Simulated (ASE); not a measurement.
Total g(r) from a molecular-dynamics run. Computed with the machine-learned potential CHGNet 0.3.0 (ASE).

```
r (Å)  g(r)
-----  ----
1.02   0.00
1.14   0.00
1.26   0.00
1.38   0.00
1.50   0.00
1.62   0.00
1.74   0.00
1.86   0.00
1.98   0.00
2.10   0.00
2.22   0.18
2.34   2.52
2.46   4.55
2.58   2.15
2.70   0.29
2.82   0.03
2.94   0.01
3.06   0.00
3.18   0.00
3.30   0.00
3.42   0.01
3.54   0.06
3.66   0.34
3.78   1.24
3.90   2.75
4.02   3.39
4.14   2.36
4.26   1.10
4.38   0.74
4.50   1.26
4.62   1.95
4.74   2.09
4.86   1.40
4.98   0.67
5.10   0.18
5.22   0.08
5.34   0.14
5.46   0.39
5.58   0.68
```

### Question
Which system gave this curve?
A. CuGaSe2 (chalcopyrite), crystal, 298 K
B. MoSi2 (C11b type), crystal, 294 K
C. ZnO (wurtzite), crystal, 298 K
D. MgB2 (AlB2 type), crystal, 302 K

### Answer
A, CuGaSe2 (chalcopyrite), crystal, 298 K
